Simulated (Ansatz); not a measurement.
We consider Cs2HfI6 (Fm-3m, No. 225, 9 atoms in the cell; start COD 1530776), described by Hartree–Fock in Ansatz (plane waves, PAW).

Settings: plane-wave cutoff 460 eV, 4×4×4 k mesh, Fermi–Dirac smearing 0.01 eV, scalar-relativistic PAW data made under PBE.

Cell (measured lattice):

```
CELL_PARAMETERS angstrom
      0.00000     5.80450     5.80450
      5.80450     0.00000     5.80450
      5.80450     5.80450     0.00000
ATOMIC_POSITIONS crystal
  Hf 0.00000 0.00000 0.00000
  Cs 0.75000 0.75000 0.75000
  Cs 0.25000 0.25000 0.25000
  I  0.75630 0.75630 0.24370
  I  0.24370 0.24370 0.75630
  I  0.75630 0.24370 0.75630
  I  0.24370 0.75630 0.24370
  I  0.24370 0.75630 0.75630
  I  0.75630 0.24370 0.24370
```

### Question
Estimate the band gap that the calculation returns.

### Answer

- band gap = 9.26 eV (on the SCF k mesh)

Note: the file's cell can be that of a phase stable at another temperature; cell and atoms aren't relaxed at this level (pressure 4.1 GPa).

Spin–orbit coupling is not included; with these elements it can move the gap by several tenths of an eV or more.

Ansatz is a quantum-chemistry and plane-wave program.
